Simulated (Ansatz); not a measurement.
**By hand: formation energy of N_i in W (bcc, Im-3m)**

Consider the formation energy of N_i in W (bcc, Im-3m). Reaction: 54 W (bcc) + 1/2 N2 (gas) → cell A.

A: a supercell of 54 sites of W (bcc, Im-3m) with N off the lattice sites (6 W at 1.92–2.24 Å); spin state with PBE: run without spin.

Method: Ansatz (a quantum-chemistry and plane-wave program), PAW, neutral cells at 0 K with nuclei at rest, on structures from PBE. Ansatz runs with its default PAW set. Other levels take these structures. The lattices are those relaxed with PBE, so at other levels the solids can be strained, which adds to the spread. Larger cells are relaxed from a start prepared with the learned potential CHGNet, on a coarser mesh till forces fall under 0.03 eV/Å, which some starts already meet. A dispersion term (D3(BJ), or D4 for r2SCAN) was computed beside these levels and is taken off wherever the name lacks it. Space groups of crystals are read within 0.01 Å. The runs are scalar-relativistic, without spin-orbit coupling. No Hubbard U is applied. Mesh and cell size may move defect energies by 0.1 eV or more. Cell A has symmetry P4/mmm within 0.02 Å and got no random move, so less symmetric positions, which may lie lower, weren't tried.

Total energies of the cells in eV, at zero smearing width. They compare only within one column; the weights balance every element.

```tsv
cell	atoms	weight	PBE	PBE+D3(BJ)
A: W:N_i	55	+1	-561162.95206	-561200.26868
W (bcc)	54	−1	-560780.50334	-560817.38046
N2 (gas)	2	−1/2	-768.02626	-768.03814
```

PBE: (-561162.95206) − (-560780.50334) − 1/2 × (-768.02626) = 1.564 eV.

PBE+D3(BJ): (-561200.26868) − (-560817.38046) − 1/2 × (-768.03814) = 1.131 eV.
